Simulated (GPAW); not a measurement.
## Pressure against volume in CuAu-type TiAl (space group 123) (GPAW, PBEsol)

```
CELL_PARAMETERS angstrom
      2.74783     0.00000     0.00000
      0.00000     2.74783     0.00000
      0.00000     0.00000     3.95183
ATOMIC_POSITIONS crystal
  Ti 0.00000 0.00000 0.00000
  Al 0.50000 0.50000 0.50000
```

Method of the run: PBEsol, GPAW PAW datasets PBEsol (made by gpaw-setup) (plane waves; GPAW). Settings: mode = pw; ecut = 780 eV; xc = PBEsol; kpts = 21 21 15; mesh shift (steps) = 0 0 0; occupations.name = fermi-dirac; occupations.width = 0.05 eV; nbands = -10; convergence.density = 1e-05 e/electron; convergence.energy = 1e-05 eV/electron; symmetry.symmorphic = false; symmetry.tolerance = 0.0005; maxiter = 120. The cell above is the first row's. The rows scale it uniformly. In all rows fractional positions and the k mesh are held.

```
V (Å^3/atom)  P (GPa)
------------  -------
14.919           7.80
15.244           4.69
15.568           1.88
15.892          -0.66
16.217          -2.97
16.541          -5.05
16.865          -6.93
17.190          -8.63
17.514              ?
```

Fit P against V with a cubic, and predict the withheld value at V = 17.514.

With u = V - 16.1, the rows have u = -1.1810, -0.8560, -0.5320, -0.2080, 0.1170, 0.4410, 0.7650, 1.0900. Least squares gives P = -2.167 - 6.9985·u + 1.0947·u² - 0.1055·u³. Residuals (row less fit): 0.001, -0.002, -0.002, 0.003, 0.001, -0.001, -0.003, 0.001; standard error 0.003 (degrees of freedom: 4). The fitted pressure is zero at V0 = 15.80, where dP/dV = -7.673, so B0 = -V0·dP/dV = 121 GPa. At the withheld row, u = 1.4140, so P = -2.167 - 6.9985 × 1.4140 + 1.0947 × 1.4140² - 0.1055 × 1.4140³ = -10.172 GPa. The calculation gives -10.16 GPa, 0.012 GPa above the prediction (0.1 % of the range of P in the table). The row lies outside the fitted rows, so this is an extrapolation. From the scatter of the fitted rows alone, a prediction at this place has a standard error of 0.007 GPa, so the miss is 1.7 times that.

Carrying the step between the two nearest rows on in a straight line would have given -10.32, off by 0.16; series whose last step already gives the withheld value aren't shown. The scan was laid around a cell of about the measured size, scaled by a guess for this functional; axis ratios and inner coordinates come from that cell. The runs keep the symmetry of the cell, so they don't test it for distortions. Spin polarisation is off. The shape of the cell and the inner coordinates aren't relaxed, so V0 and B0 belong to this uniform scaling; a relaxed crystal lies no higher in energy and is usually softer. Cutoffs and mesh are single choices, not tested for convergence of this quantity. Series with a scatter that would blur these digits, or in which a gap closes, are not shown.
